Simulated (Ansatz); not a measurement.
For BAs (model structure, started from the CdTe type, P6₄22, No. 181, 6 atoms in the cell), PBE-D3(BJ) (plane waves, PAW; Ansatz, a quantum-chemistry and plane-wave program) gives:

- lattice parameter a = 3.423 Å
- c axis length = 7.405 Å
- cohesive energy = 4.54 eV/atom
- band gap = 0.39 eV

Question: What does r²SCAN in Ansatz (PAW) give for the same quantities?

Answer: 
- lattice constant a: 3.447 Å (increases by 0.7 %)
- lattice parameter c: 7.460 Å (grows by 0.7 %)
- cohesive energy: 4.14 eV/atom (drops by 0.40 eV/atom)
- band gap: 0.67 eV (rises by 0.28 eV)

Changes are worked out from the printed values.

Unless a cell is named, each level is at its own relaxed cell (PBE-D3(BJ) 12.52, r²SCAN 12.79 Å³/atom).

Spin–orbit coupling is included only where a level's name says +SOC; with heavier elements it mostly lowers gaps and can invert bands. Density-functional gaps are differences of (generalised) Kohn–Sham levels.

Ansatz's density-functional and Hartree–Fock values are scalar-relativistic unless marked +SOC, with PAW data made under PBE.

A model structure was made by putting elements into a prototype or built by hand; it is no filed structure, need not be a known phase, and can be a saddle point held by its symmetry.
